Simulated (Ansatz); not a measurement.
## Al under a change: H interstitial (started 1.73 Å from the nearest host atom), symmetric start

The reference is a 12-atom supercell of Al in the fcc (Cu type) structure (space group Fm-3m, No. 225; a = 3.992 Å) at its relaxed geometry.

It is then changed as follows: a neutral H interstitial (started 1.73 Å from the nearest host atom), symmetric start, atoms relaxed at fixed cell.

Method: Ansatz (a quantum-chemistry and plane-wave program) r2SCAN, no spin-orbit coupling. Settings: 7×5×7 k-points, 0.05 eV Fermi–Dirac smearing.

The pressure goes up by 2.3 GPa, from -0.2 GPa to 2.1 GPa and the largest displacement of a host atom from its site in the perfect cell is 0.15 Å. The final site of the added atom comes out as 4 Al at 1.82 Å (tetrahedral).

Final structure:

```yaml
crystal:
  lattice:
    - [0.00000, 3.99201, 3.99201]
    - [3.99201, -3.99201, 3.99201]
    - [3.99201, 3.99201, 0.00000]
  atoms:
    - { symbol: Al, position: [0.00000, 0.98080, 0.00000] }
    - { symbol: Al, position: [0.99883, 0.00287, 0.50058] }
    - { symbol: Al, position: [0.17365, 0.34014, 0.17365] }
    - { symbol: Al, position: [0.17365, 0.34014, 0.65270] }
    - { symbol: Al, position: [0.33333, 0.67491, 0.33333] }
    - { symbol: Al, position: [0.33641, 0.66304, 0.83180] }
    - { symbol: Al, position: [0.50058, 0.00287, 0.99883] }
    - { symbol: Al, position: [0.50058, 0.00287, 0.50058] }
    - { symbol: Al, position: [0.65270, 0.34014, 0.17365] }
    - { symbol: Al, position: [0.66667, 0.33186, 0.66667] }
    - { symbol: Al, position: [0.83180, 0.66304, 0.33641] }
    - { symbol: Al, position: [0.83180, 0.66304, 0.83180] }
    - { symbol: H, position: [0.00000, 0.24429, 0.00000] }
```

In so small a cell the defect repeats every few ångströms: this is an ordered compound, not a dilute defect. The defect started on the symmetric site and kept its symmetry, so it may sit on a saddle. The final runs are not spin-polarised. The defect cell is not spin-polarised.
